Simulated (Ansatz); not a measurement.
Consider the following.

```yaml
crystal:
  lattice:
    - [3.85488, 0.00000, 0.00000]
    - [-1.92744, 3.33842, 0.00000]
    - [1.92744, -1.11281, 3.14749]
  atoms:
    - { symbol: Ga, position: [0.00000, 0.00000, 0.00000] }
    - { symbol: P, position: [0.25000, 0.75000, 0.25000] }
```

Space group of this cell: F-43m, zinc blende. The cell is taken as given.

The numbers are results of r2SCAN (plane waves, PAW; Ansatz, a program for electronic structure), not measurements.

The current runs along the normal of the first two printed vectors; no spin-orbit coupling. Scaled by the factor s: both lengths across the current (ions clamped). Meshes 10×10×10 and 12×12 across the current in all rows.

```
s     mean pressure (GPa)  band gap (eV)
----  -------------------  -------------
0.98                  3.9              ?
1.00                  0.0           1.86
1.02                 -3.1           1.71
```

**Question.** Take the slope of the band gap against ln s from the two given rows, extrapolate to s = 0.98, and say what the run there gives.

**Answer.** Slope = (1.71 − 1.86) / ln 1.02 = -7.57 eV. The line gives 1.86 + (-7.57) × ln 0.98 = 2.01 eV. The run gives 1.75 eV, 0.26 eV under the line, 172 % of the predicted step.
